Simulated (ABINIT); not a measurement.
ABINIT is run on GaAs (F-43m, 2 atoms in the cell), and the run fails. The aim is a self-consistent single point with DFT, LDA (PW92), plane waves, PAW (JTH v2.0 LDA PAW).

Cell that was meant: a = 4.0611 Å, b = 4.0611 Å, c = 4.0611 Å, α = 60.00°, β = 60.00°, γ = 60.00°.

Part of the input:

```
         1.4358200000    1.4358200000    1.4358200000
      Angstrom
ecut 20
pawecutdg 16
pawxcdev 0
ixc 7
occopt 7
```

Output, abridged:

```
            xcart      0.0000000000E+00  0.0000000000E+00  0.0000000000E+00
                       2.7133065643E+00  2.7133065643E+00  2.7133065643E+00
             xred      0.0000000000E+00  0.0000000000E+00  0.0000000000E+00
                       2.5000000000E-01  2.5000000000E-01  2.5000000000E-01
            znucl       31.00000   33.00000

--- !WARNING
src_file: m_parser.F90
src_line: 2527
message: |

     chkdpr: ERROR -
      Context : the value of the variable pawecutdg>=ecut is   0.
      The value of the input variable pawecutdg is  1.600000000000E+01,
      while it must be larger or equal to  2.000000000000E+01.
      Action: you should change the input variables pawecutdg or pawecutdg>=ecut.
...

--- !ERROR
src_file: m_chkinp.F90
src_line: 4218
mpi_rank: 0
message: |
    Checking consistency of input data against itself gave 1 inconsistency.
    The details of the problem can be found above (or in output or log file).
    In parallel, the details might not even be printed there. Then, try running in sequential to see the details.
...

 abinit_abort: decision taken to exit. Check above messages for more info
Abort(13) on node 0 (rank 0 in comm 0): application called MPI_Abort(MPI_COMM_WORLD, 13) - process 0

--- !WARNING
src_file: m_parser.F90
src_line: 2527
message: |

     chkdpr: ERROR -
      Context : the value of the variable pawecutdg>=ecut is   0.
      The value of the input variable pawecutdg is  1.600000000000E+01,
      while it must be larger or equal to  2.000000000000E+01.
      Action: you should change the input variables pawecutdg or pawecutdg>=ecut.
...

--- !ERROR
src_file: m_chkinp.F90
src_line: 4218
mpi_rank: 0
message: |
    Checking consistency of input data against itself gave 1 inconsistency.
    The details of the problem can be found above (or in output or log file).
    In parallel, the details might not even be printed there. Then, try running in sequential to see the details.
...
```

Task: From the messages shown, name the fault and mend the input.

Result: The fault is a density cutoff or grid that is too coarse; here the program stops on it instead of giving results. To fix it, restore the density cutoff. The program stopped before any SCF iteration.

An input that runs soundly differs in these lines (not the only fix; some lines may just follow from the change or write a value another way):
```diff
-pawecutdg 16
+pawecutdg 40
```

With that input, the run converged in 16 iterations: free energy E − TS -5264.22 eV; top of the valence band (on the code's own zero) 3.80 eV; gap on the k-point mesh 0.80 eV; pressure -4.61 GPa (DFT, LDA (PW92), plane waves, PAW (JTH v2.0 LDA PAW)).

On the sound input: the starting cell comes from a database of computed structures (which also holds hypothetical and non-ambient phases and stackings), without a prior relaxation at this level. Its lattice was rescaled by a random factor within 2.5 % of one. With a pressure of about -5 GPa the cell is away from its equilibrium volume at this level. The shifted mesh does not hold Γ, so a gap read on it misses any band edge there.
